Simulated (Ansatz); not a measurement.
Base system: TiC in the rock salt structure (space group Fm-3m, No. 225; a = 4.293 Å; relaxed with 0.1 eV smearing). Axes: x, y, z lie along the cube axes.

Computed with Kohn–Sham DFT with the PBEsol functional, run in Ansatz (an electronic-structure program) with PAW and 420 eV plane waves, no spin-orbit coupling.

One thing is altered: tensor shear ε_xy = +0.57 % (engineering shear γ = 0.0114); the atoms relax in the strained cell.

Q: What happens to the energy relative to the base?

A: The energy rises by 0.7 meV/atom.

Q: What does the calculation give for the stress after the change?

A: The stress (xx, yy, zz, yz, xz, xy; compression positive) amounts to (0.0, 0.0, 0.0, 0.0, 0.0, -2.0) GPa.

Whether these cells are dynamically stable was not tested. All final runs are without spin polarisation.
